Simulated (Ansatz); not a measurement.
## Response to strain in TiC

Base system: TiC in the rock salt structure (space group Fm-3m, No. 225; relaxed with 0.1 eV smearing).

```yaml
crystal:
  lattice:
    - [0.00000, 2.16654, 2.16654]
    - [2.16654, 0.00000, 2.16654]
    - [2.16654, 2.16654, 0.00000]
  atoms:
    - { symbol: Ti, position: [0.00000, 0.00000, 0.00000] }
    - { symbol: C, position: [0.50000, 0.50000, 0.50000] }
```

Strains are applied to the cell and any free atomic positions relax.

Computed with Ansatz (an electronic-structure program), PBE, PAW, cutoff 420 eV, without spin-orbit coupling.

Notes on the quantities. energy relative to the base: free energy F.

```tsv
isotropic strain (%)	energy relative to the base (meV/atom)
-3	70.5
-1.5	16.8
-0.5	1.8
0	0.0
0.5	?
1	6.9
2	26.9
2.5	41.5
3	58.8
```

Fit ΔE = Aε² + Bε³ (ε in %) to the rows shown and predict the withheld row.

Least squares on the printed values gives A = 7.18 and B = -0.22 meV/atom (largest residual 0.1 meV/atom); this predicts 1.8 meV/atom, and the run gives 1.8 meV/atom, in agreement.

Stability against distortions was not tested. The final runs are not spin-polarised.
